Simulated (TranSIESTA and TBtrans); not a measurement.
Junction: In chain with one S atom inserted. Leads: straight In chain, spacing 3.074 Å. Geometry: 3 atoms about the centre moved by SIESTA (PBE, DZP) to a largest force of 0.03 eV/Å, all others as built, motion along the axis alone. Transport runs along z; the first 4 and the last 4 of the 15 atoms are the lead cells, repeated to infinity.

```xyz
15
Lattice="9.000 0.000 0.000 0.000 9.000 0.000 0.000 0.000 44.962" Properties=species:S:1:pos:R:3 pbc="F F T"
In     4.500     4.500     0.000
In     4.500     4.500     3.074
In     4.500     4.500     6.148
In     4.500     4.500     9.222
In     4.500     4.500    12.296
In     4.500     4.500    15.370
In     4.500     4.500    18.513
S      4.500     4.500    20.943
In     4.500     4.500    23.375
In     4.500     4.500    26.518
In     4.500     4.500    29.592
In     4.500     4.500    32.666
In     4.500     4.500    35.740
In     4.500     4.500    38.814
In     4.500     4.500    41.888
```

Run with TranSIESTA and TBtrans (open boundaries, self-consistent; PseudoDojo norm-conserving potentials, scalar-relativistic): PAO.BasisSize DZP, PAO.EnergyShift 0.15 eV, XC.Authors PBE, Mesh.Cutoff 200 Ry, ElectronicTemperature 300 K, TS.Voltage 0.0 eV, TBT.Elecs.Eta 0.001 eV, no spin polarisation.

Energies count from the leads' Fermi level. Transmissions are for one spin of a degenerate pair. The energy step is 0.01 eV; narrower resonances are cut or missed.

```tsv
E (eV)	T
-0.20	0.508
-0.15	0.515
-0.10	0.866
-0.05	1.24
0.00	1.33
0.05	1.32
0.10	1.29
0.15	1.25
0.20	1.23
```

Q: Give the zero-bias conductance in μS and the resistance at 300 K.

A: At the Fermi level T = 1.33. Averaged with −∂f/∂E over the full grid (kT = 25.9 meV) it is 1.28. With G0 = 2e²/h = 77.48 μS, G = 99.2 μS and R = 1/G = 10.1 kΩ.

Q: The eigenchannels at the Fermi level transmit 0.533, 0.396, 0.396. What Fano factor of the shot noise follows at low temperature and bias?

A: F = Σ τ(1 − τ)/Σ τ = 0.727/1.33 = 0.55.

The straight chain is held at its spacing; free chains may zigzag or dimerise. No spin-polarised start was tried, so a magnetic state, if there is one, is missed.
